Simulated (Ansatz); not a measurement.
Band structure of YbTlPd (P-62m, 9 atoms in the cell).

```
YbTlPd
1.0
    7.60399     0.00000     0.00000
   -3.80199     6.58525     0.00000
    0.00000     0.00000     3.84090
Yb Pd Tl
3 3 3
Direct
  0.58500   0.00000   0.50000
  0.41500   0.41500   0.50000
  0.00000   0.58500   0.50000
  0.00000   0.00000   0.50000
  0.33333   0.66667   0.00000
  0.66667   0.33333   0.00000
  0.24500   0.00000   0.00000
  0.75500   0.75500   0.00000
  0.00000   0.24500   0.00000
```
Moments meant for the start (each program seeds them in its own way; μB, in the order of the atoms Yb Yb Yb Pd Pd Pd Tl Tl Tl): 1.0 1.0 1.0 0.0 0.0 0.0 0.0 0.0 0.0.

Method: PBEsol, default PAW files made with PBE (plane waves; Ansatz, a program for electronic structure).

Settings: basis.ecutwfc = 420 eV; kpoints.mp_grid.grid = 5 5 9; hamiltonian.xc = pbesol; hamiltonian.pseudopotentials = {kind: paw} (the program's default PAW files); magnetization.spin_polarized = true; scf.occupations.method = fermi_dirac; scf.occupations.width = 0.136 eV; kpoints.band_path.npoints = 16.

The starting cell comes from a database of published, mostly measured structures (it also holds non-ambient and calculated ones), without a prior relaxation at this level. Its lattice was rescaled by a random factor within 2.5 % of one. Spin-orbit coupling is off. The starting moments vanished: the run ended non-magnetic, which need not be the lowest state. The program warned that a starting moment was not kept.

Levels in eV from the Fermi level, bands 80 to 87 of the first spin channel:
```csv
point,80,81,82,83,84,85,86,87
Γ,-0.51,-0.50,-0.50,1.70,1.70,2.04,2.37,2.58
M,-0.51,-0.38,0.02,0.26,0.41,1.66,1.70,2.23
K,-0.53,-0.52,0.47,0.47,0.58,1.64,1.99,2.02
A,-0.55,-0.53,-0.41,-0.28,-0.28,0.05,0.05,1.01
L,-0.55,-0.55,-0.48,-0.29,-0.26,0.04,0.25,0.51
H,-0.55,-0.54,-0.49,-0.49,-0.26,0.27,0.27,1.10
```

Bands cross the Fermi level along this path, so the cell is metallic at this level.

The net moment of the cell came out as 0.00 μB.

Keys are those of Ansatz 0.2.
